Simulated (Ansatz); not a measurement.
The cell is built on a prototype and need not be the phase stable at ambient conditions.

By PBEsol, the system below comes out a metal.

Given:

```yaml
crystal:
  lattice:
    - [3.39210, 0.00000, 0.00000]
    - [-1.69605, 2.93765, 0.00000]
    - [1.69605, 0.97922, 6.88963]
  atoms:
    - { symbol: Re, position: [0.00000, 0.00000, 0.00000] }
    - { symbol: Te, position: [0.51564, 0.75782, 0.72655] }
    - { symbol: Te, position: [0.48436, 0.24218, 0.27345] }
```

Space group of this cell: R-3m. The cell was relaxed by PBE-D3(BJ); by PBEsol its mean pressure is -0.8 GPa.

The current flows along the normal of the first two printed cell vectors. No spin-orbit coupling; the value is a mean over 0.1 eV about the Fermi level.

**Question.** Predict the ballistic conductance per area from PBEsol (Ansatz, an electronic-structure program).

**Answer.** 0.43 × 10¹⁵ S/m² for both spins.
